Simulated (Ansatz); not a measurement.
## CaAlO₂F (model structure, started from the SrVO2H type, P4/mmm, No. 123, 5 atoms in the cell)

Level of theory: G0W0@PBEsol in Ansatz (hard PAW, contour deformation, complete-basis limit).

Settings: largest k mesh 6×6×6 (not extrapolated in the mesh).

Cell (relaxed with PBEsol):

```yaml
crystal:
  lattice:
    - [3.72752, 0.00000, 0.00000]
    - [0.00000, 3.72752, 0.00000]
    - [0.00000, 0.00000, 3.67669]
  atoms:
    - { symbol: Ca, position: [0.50000, 0.50000, 0.50000] }
    - { symbol: Al, position: [0.00000, 0.00000, 0.00000] }
    - { symbol: O, position: [0.50000, 0.00000, 0.00000] }
    - { symbol: O, position: [0.00000, 0.50000, 0.00000] }
    - { symbol: F, position: [0.00000, 0.00000, 0.50000] }
```

For CaAlO₂F (model structure, started from the SrVO2H type, P4/mmm, No. 123, 5 atoms in the cell), the band gap is 6.48 eV (indirect).

Note: the relaxation could raise the start's symmetry but not lower it, so the cell can be a saddle point; the gap holds a correction of +0.54 eV to the complete basis.

Computing time: roughly 80 core-minutes.

A model structure was made by putting elements into a prototype or built by hand; it is no filed structure, need not be a known phase, and can be a saddle point held by its symmetry.

Ansatz is a first-principles code.
